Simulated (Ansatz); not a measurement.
```
CELL_PARAMETERS angstrom
      4.35249     0.00000     0.00000
      2.17625     3.76937     0.00000
      2.17625    -1.25646     3.52986
ATOMIC_POSITIONS crystal
  Se 0.50095 0.74953 0.24858
  Cd 0.99905 0.00047 0.00142
```

No spin polarisation.

All numbers come from Ansatz (an electronic-structure program) r2SCAN, spin-orbit coupling left out. Settings: 9×9×9 k-points, 0.05 eV Fermi–Dirac smearing.

Problem. Predict the band gap and gap character.

Solution. 
```json
{
 "band_gap": "1.01 eV",
 "gap_character": "direct at Γ"
}
```

The cells carry an imposed strain or load. Whether these cells are dynamically stable was not tested. The cell was made from CdSe in the zinc blende structure (space group F-43m, No. 216) by this change: biaxial strain +0.36 %, plane normal [111], relaxed out of plane.
